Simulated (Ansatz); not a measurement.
Take ZrC in the rock salt structure (space group Fm-3m, No. 225; a = 4.6691 Å; relaxed with 0.1 eV smearing) as the base. Axes: x, y, z lie along the cube axes.

All numbers come from Kohn–Sham DFT with the PBEsol functional, run in Ansatz (a first-principles code) with PAW and 420 eV plane waves, no spin-orbit coupling.

Strains are applied to the cell and any free atomic positions relax; under biaxial strain the out-of-plane vector relaxes too.

One change was made to it. Results:

The energy grows by 2.6 meV/atom; the pressure goes from zero to -3.8 GPa.

Task: Name the change that was made.
A) uniaxial strain ε_zz = −4.57 %
B) biaxial strain +0.67 %, plane normal [110], relaxed out of plane
C) tensor shear ε_xz = −0.64 %
D) isotropic strain +0.56 %

Result: D, isotropic strain +0.56 %. For comparison, the pressure in the other runs: tensor shear ε_xz = −0.64 % gives 0.0 GPa; uniaxial strain ε_zz = −4.57 % gives 13.2 GPa; biaxial strain +0.67 %, plane normal [110], relaxed out of plane gives -2.2 GPa.

A biaxial case was relaxed in a doubled cell and then solved in the primitive one. No phonon test of stability was made. All final runs are without spin polarisation.
